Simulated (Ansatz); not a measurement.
Response to strain in hypothetical rock salt BP

Take BP in the rock salt structure (space group Fm-3m, No. 225; a = 4.289 Å; a hypothetical phase, not in the database extracts checked; relaxed with 0.1 eV smearing) as the base. Axes: x, y, z lie along the cube axes.

Strains are applied to the cell and any free atomic positions relax; under biaxial strain the out-of-plane vector relaxes too.

Computed with PBEsol (Ansatz, a program for electronic structure), without spin-orbit coupling.

Notes on the quantities. pressure: mean of the normal stresses, compression positive; energy relative to the base: free energy F.

| change | pressure | volume per atom | energy relative to the base |
|---|---|---|---|
| base | 0.0 GPa | 9.86 Å³ | 0 meV/atom |
| biaxial strain +3.75 %, plane normal [001], relaxed out of plane | -6.1 GPa | 10.30 Å³ | +21 meV/atom |
| biaxial strain +4.24 %, plane normal [001], relaxed out of plane | -6.7 GPa | 10.36 Å³ | +27 meV/atom |
| biaxial strain +0.47 %, plane normal [111], relaxed out of plane | -0.8 GPa | 9.91 Å³ | ___ |
| isotropic strain −4.90 % | 34.2 GPa | 8.48 Å³ | +131 meV/atom |
| uniaxial strain ε_xx = −3.94 % | ___ | 9.48 Å³ | +14 meV/atom |
| uniaxial strain ε_xx = −1.65 % | 3.0 GPa | 9.70 Å³ | ___ |
| uniaxial strain ε_yy = +4.09 % | -6.0 GPa | 10.27 Å³ | +10 meV/atom |
| uniaxial strain ε_zz = −2.80 % | ___ | 9.59 Å³ | +6.7 meV/atom |
| uniaxial strain ε_zz = +5.96 % | -8.3 GPa | 10.45 Å³ | +21 meV/atom |

### Question
Complete the table.

### Answer

- biaxial strain +0.47 %, plane normal [111], relaxed out of plane, energy relative to the base: +0.3 meV/atom
- uniaxial strain ε_xx = −3.94 %, pressure: 7.8 GPa
- uniaxial strain ε_xx = −1.65 %, energy relative to the base: +2.2 meV/atom
- uniaxial strain ε_zz = −2.80 %, pressure: 5.3 GPa

Whether these cells are dynamically stable was not tested. The final runs are not spin-polarised.
